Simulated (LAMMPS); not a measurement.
MD of SiC (zinc blende) at zero pressure, 1000 atoms, as a liquid; each row is its own run.

Method: classical MD, pair style gw, file SiC.gw; code LAMMPS.

| T (K) | D(Si) (cm²/s) |
|---|---|
| 2610 | 5.40e-6 |
| 2900 | 1.13e-5 |
| 3190 | 1.87e-5 |
| 3620 | 3.45e-5 |
| 4640 | 9.66e-5 |

Fit an Arrhenius law, ln y = a + b / x, to these rows (x is the first column, y the second) and predict the run at x = 4060.

Least squares gives a = -5.5619 and b = -17030. The slope times kB gives an activation energy of 1.47 eV. At x = 4060 the fit predicts 5.79e-5 cm²/s. The run itself gave (6.3 ± 0.4) × 10^-5 cm²/s, so the fit is 8.2 % low.

Caution: at ambient pressure real SiC sublimes or decomposes before or as it melts, so this liquid is the model's.

Caution (rows 2610; 2900): this liquid lies under the melting point of about 3090 K that SiC.gw gives, so it is undercooled.

Caution (row 3620): enthalpy drifts during the constant-pressure average: a transition or slow ageing; fluctuation values are void.

Errors of D are the spread over four groups of atoms in one short run; a floor of about 5 %, a picked value, is safer.
